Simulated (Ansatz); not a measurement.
The starting structures come from a database of crystals and need not be the phases stable at ambient conditions.

 Where the default PAW files enter, the runs use the earlier of Ansatz's two default sets.

Inside the gap of an insulator the Bloch states are evanescent, with a wavenumber k + iκ along the transport direction.

Here is the system:

```xyz
16
Lattice="6.4010 0.0000 0.0000 1.6353 6.1886 0.0000 2.3829 -3.0943 4.5002" Properties=species:S:1:pos:R:3 pbc="T T T"
Na     6.0391     2.1859     2.2501
Na     8.3982     4.0027     2.2501
Na     1.1796     0.9084     0.0000
Na     6.8567     5.2803     0.0000
H      2.9422     1.5292     1.9411
H      4.6130    -0.6404     2.5591
H      8.1891     0.6404     2.5591
H      5.0941     4.6594     1.9411
H      4.2765     1.5651     0.3090
H      4.9886     0.6404     4.1912
H      7.8135    -0.6404     4.1912
H      3.7599     4.6235     0.3090
N      8.3684     1.6013     2.2501
N      6.0689     4.5873     2.2501
N      5.2513     1.4930     0.0000
N      2.7850     4.6956     0.0000
```

Space group of this cell: Fddd. The cell is taken as given; by PBEsol its mean pressure is 1.1 GPa.

Transport runs along the normal of the first two printed cell vectors.

The gap is the functional's own. No spin-orbit coupling. Mid-gap values are interpolated on the energy grid.

Problem. Give the band gap and the smallest decay constant κ at mid-gap that PBEsol in Ansatz (a program for electronic structure) yields.

Solution. Gap 1.88 eV on a 8×8×8 mesh; κ = 0.218 1/Å, at the zone centre.
